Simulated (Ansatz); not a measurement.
## How far to go with the k-point mesh at a smearing width of 0.3 eV: Cs (Im-3m, 1 atom in the cell)

```
CELL_PARAMETERS angstrom
     -3.03475     3.03475     3.03475
      3.03475    -3.03475     3.03475
      3.03475     3.03475    -3.03475
ATOMIC_POSITIONS crystal
  Cs 0.00000 0.00000 0.00000
```

Method of the run: PBEsol, default PAW files made with PBE (plane waves; Ansatz, a first-principles code).

Base settings: basis.ecutwfc = 30.9 Ry; kpoints.mp_grid.grid = 8 8 8; hamiltonian.xc = pbesol; hamiltonian.pseudopotentials = {kind: paw} (the program's default PAW files); scf.occupations.method = gaussian; scf.occupations.width = 0.0073 Ry.

In this ladder: scf.occupations.width = 0.022 Ry.

Only quantities that move along the ladder and can be compared are tabulated.

The count of work is k-points × plane waves × bands × iterations; it is no time. 

The starting cell has typed, rounded lattice constants, without a prior relaxation at this level. Its lattice was rescaled by up to half a per cent. Ansatz's pressure includes its estimate of the finite-basis (Pulay) stress.

Steps (kpoints.mp_grid.grid): 3 3 3; 4 4 4; 5 5 5; 6 6 6; 7 7 7; 9 9 9; 10 10 10; 12 12 12; 15 15 15; 18 18 18.

### Question
What is the coarsest kpoints.mp_grid.grid that holds the pressure within 0.05 GPa of the last step, with all finer ones?

### Answer
4 4 4, at 0.041 of the last step's count of work; the step before is off by 0.07 GPa.

### Question
What is the coarsest kpoints.mp_grid.grid that holds the free energy within 0.5 meV/atom of the last step, with all finer ones?

### Answer
9 9 9, at 0.18 of the last step's count of work; the step before is off by 0.86 meV/atom.

| kpoints.mp_grid.grid | free energy less the last step's (meV/atom) | pressure (GPa) | count of work / last |
|---|---|---|---|
| 3 3 3 | -59.78 | -0.13 | 0.021 |
| 4 4 4 | 18.82 | -0.04 | 0.041 |
| 5 5 5 | -4.85 | -0.07 | 0.051 |
| 6 6 6 | 2.12 | -0.05 | 0.082 |
| 7 7 7 | -0.86 | -0.06 | 0.10 |
| 9 9 9 | -0.20 | -0.06 | 0.18 |
| 10 10 10 | 0.09 | -0.06 | 0.24 |
| 12 12 12 | 0.01 | -0.06 | 0.37 |
| 15 15 15 | 0.00 | -0.06 | 0.62 |
| 18 18 18 | 0.00 | -0.06 | 1.0 |

Keys are those of Ansatz 0.2.
